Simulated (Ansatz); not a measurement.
```yaml
crystal:
  lattice:
    - [19.50000, 0.00000, 0.00000]
    - [0.00000, 20.50000, 0.00000]
    - [0.00000, 0.00000, 4.21901]
  atoms:
    - { symbol: Ru, position: [0.30016, 0.39026, 0.50000] }
    - { symbol: Ru, position: [0.50000, 0.27994, 0.50000] }
    - { symbol: Ru, position: [0.43112, 0.31189, 0.00000] }
    - { symbol: Ru, position: [0.42868, 0.38496, 0.50000] }
    - { symbol: Ru, position: [0.36366, 0.42512, 0.00000] }
    - { symbol: Ru, position: [0.35961, 0.49878, 0.50000] }
    - { symbol: Ru, position: [0.29430, 0.53728, 0.00000] }
    - { symbol: Ru, position: [0.29965, 0.61005, 0.50000] }
    - { symbol: Ru, position: [0.56888, 0.31189, 0.00000] }
    - { symbol: Ru, position: [0.57132, 0.38496, 0.50000] }
    - { symbol: Ru, position: [0.50000, 0.42211, 0.00000] }
    - { symbol: Ru, position: [0.50000, 0.50000, 0.50000] }
    - { symbol: Ru, position: [0.42909, 0.53895, 0.00000] }
    - { symbol: Ru, position: [0.43092, 0.61628, 0.50000] }
    - { symbol: Ru, position: [0.36316, 0.65078, 0.00000] }
    - { symbol: Ru, position: [0.69984, 0.39026, 0.50000] }
    - { symbol: Ru, position: [0.63634, 0.42512, 0.00000] }
    - { symbol: Ru, position: [0.64039, 0.49878, 0.50000] }
    - { symbol: Ru, position: [0.57091, 0.53895, 0.00000] }
    - { symbol: Ru, position: [0.56908, 0.61628, 0.50000] }
    - { symbol: Ru, position: [0.50000, 0.64976, 0.00000] }
    - { symbol: Ru, position: [0.50000, 0.71950, 0.50000] }
    - { symbol: Ru, position: [0.70570, 0.53728, 0.00000] }
    - { symbol: Ru, position: [0.70035, 0.61005, 0.50000] }
    - { symbol: Ru, position: [0.63684, 0.65078, 0.00000] }
```

All values below come from PBE (plane waves to 420 eV, PAW; Ansatz, a first-principles code). Mesh 1×1×16. No spin polarisation, so a magnetic state wasn't tested. Periodic along z alone, with about 11 Å of vacuum beside it. A hypothetical model. Symmetry and one short period hold its shape; lower forms weren't sought.

Q: Give the properties of this body.

A: 
* **largest distance between nuclei across the axis**: 9.01 Å
* **PBE gap**: none (under 0.01 eV)
* **work function (PBE)**: 4.10 eV
